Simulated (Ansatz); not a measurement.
Consider the following.

```
CELL_PARAMETERS angstrom
      3.73508     0.00000     0.00000
     -1.86754     3.23467     0.00000
      0.00000     0.00000     6.15217
ATOMIC_POSITIONS crystal
  Zr 0.00000 0.00000 0.00000
  Se 0.33333 0.66667 0.26058
  Se 0.66667 0.33333 0.73942
```

No spin polarisation.

Level of theory: PBE-D3(BJ) in Ansatz (plane waves to 420 eV, PAW, spin-orbit coupling left out). k-mesh 14×14×8 (Γ-centred); smearing 0.05 eV (Fermi–Dirac).

Problem. Predict the pressure, gap character, band gap and smallest direct gap.

Solution. The pressure (mean of the normal stresses, compression positive) is -0.3 GPa and the gap character is indirect, Γ → L. The band gap comes out as 0.12 eV and the smallest direct gap comes out as 1.06 eV.

The cells carry an imposed strain or load. Stability against distortions was not tested. The cell was made from ZrSe$_{2}$ in the CdI2 type structure (space group P-3m1, No. 164; layered, stacked along the Cartesian z axis) by this change: uniaxial strain ε_zz = +2.00 %. A zero or small gap of ZrSe2 can be the functional's error rather than a property of the material.

Ansatz is a quantum-chemistry and plane-wave program.
